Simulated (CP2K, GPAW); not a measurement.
A GPAW input for a self-consistent single point of SnHgF₆ (R-3, 8 atoms in the cell) (DFT PBEsol, plane waves, GPAW PAW datasets PBEsol (made by gpaw-setup)):

```python
from ase import Atoms
from ase.units import GPa
from gpaw import GPAW, PW, FermiDirac

atoms = Atoms(['Sn', 'Hg', 'F', 'F', 'F', 'F', 'F', 'F'],
              cell=[[2.562607, 1.479522, 4.997474],
                    [-2.562607, 1.479522, 4.997474],
                    [0.000000, -2.959043, 4.997474]],
              scaled_positions=[[0.000000, 0.000000, 0.000000],
                                [0.500000, 0.500000, 0.500000],
                                [0.069000, 0.386520, 0.771940],
                                [0.931000, 0.613480, 0.228060],
                                [0.771940, 0.069000, 0.386520],
                                [0.228060, 0.931000, 0.613480],
                                [0.386520, 0.771940, 0.069000],
                                [0.613480, 0.228060, 0.931000]],
              pbc=True)

calc = GPAW(mode=PW(950),
            xc='PBEsol',
            kpts=(5, 5, 5),
            occupations=FermiDirac(0.01),
            nbands=-4,
            convergence={'density': 1e-05, 'energy': 1e-05, 'bands': -2},
            symmetry={'symmorphic': False, 'tolerance': 0.0005},
            maxiter=100)

atoms.calc = calc

energy = atoms.get_potential_energy()
print('Energy (eV):', round(energy, 6))
forces = atoms.get_forces()
print('Forces (eV/Ang):')
print(forces.round(5))
stress = atoms.get_stress()
print('Stress (GPa, Voigt):', (stress / GPa).round(4))
```

Q: Translate this input to CP2K.

A: This is the input that was run; spellings and numerical settings could be chosen otherwise.

```
&GLOBAL
  PROJECT scf
  RUN_TYPE ENERGY_FORCE
  PRINT_LEVEL MEDIUM
&END GLOBAL
&FORCE_EVAL
  METHOD Quickstep
  STRESS_TENSOR ANALYTICAL
  &DFT
    BASIS_SET_FILE_NAME BASIS_MOLOPT
    POTENTIAL_FILE_NAME GTH_POTENTIALS
    &QS
      METHOD GPW
      EPS_DEFAULT 1E-10
    &END QS
    &MGRID
      CUTOFF 550
      REL_CUTOFF 60
      NGRIDS 5
    &END MGRID
    &SCF
      SCF_GUESS ATOMIC
      EPS_SCF 1E-6
      MAX_SCF 100
      ADDED_MOS 10
      &DIAGONALIZATION
        ALGORITHM STANDARD
      &END DIAGONALIZATION
      &MIXING
        METHOD BROYDEN_MIXING
        ALPHA 0.4
        NBUFFER 12
        BETA 1
      &END MIXING
      &SMEAR ON
        METHOD FERMI_DIRAC
        ELECTRONIC_TEMPERATURE [K] 116.05
      &END SMEAR
    &END SCF
    &KPOINTS
      SCHEME MONKHORST-PACK 5 5 5
    &END KPOINTS
    &XC
      &XC_FUNCTIONAL
        &PBE
          PARAMETRIZATION PBESOL
        &END PBE
      &END XC_FUNCTIONAL
    &END XC
    &PRINT
      &MO
        EIGENVALUES T
        OCCUPATION_NUMBERS T
        NDIGITS 8
        FILENAME mo
        &EACH
          QS_SCF 0
        &END EACH
        ADD_LAST NUMERIC
      &END MO
      &MULLIKEN ON
      &END MULLIKEN
    &END PRINT
  &END DFT
  &SUBSYS
    &CELL
      A 5.80781300 0.00000000 0.00000000
      B 3.54639200 4.59932500 0.00000000
      C 3.54639200 1.74370900 4.25596900
      PERIODIC XYZ
    &END CELL
    &COORD
      SCALED
      Sn       0.00000000     0.00000000     0.00000000
      Hg       0.50000000     0.50000000     0.50000000
      F        0.06900000     0.38652000     0.77194000
      F        0.93100000     0.61348000     0.22806000
      F        0.77194000     0.06900000     0.38652000
      F        0.22806000     0.93100000     0.61348000
      F        0.38652000     0.77194000     0.06900000
      F        0.61348000     0.22806000     0.93100000
    &END COORD
    &KIND Sn
      BASIS_SET DZVP-MOLOPT-SR-GTH-q4
      POTENTIAL GTH-PBE-q4
    &END KIND
    &KIND Hg
      BASIS_SET DZVP-MOLOPT-SR-GTH-q12
      POTENTIAL GTH-PBE-q12
    &END KIND
    &KIND F
      BASIS_SET DZVP-MOLOPT-SR-GTH-q7
      POTENTIAL GTH-PBE-q7
    &END KIND
  &END SUBSYS
  &PRINT
    &FORCES ON
    &END FORCES
    &STRESS_TENSOR ON
    &END STRESS_TENSOR
  &END PRINT
&END FORCE_EVAL
```

Basis, cutoffs, solver keys and any potentials are the target program's own. This input uses DFT PBEsol, GPW, DZVP-MOLOPT-SR-GTH basis, GTH-PBE potentials (GTH_POTENTIALS).

The starting cell comes from a database of computed structures (which also holds hypothetical and non-ambient phases and stackings), without a prior relaxation at this level. For this run, on top of that: lattice scaled by 0.98.
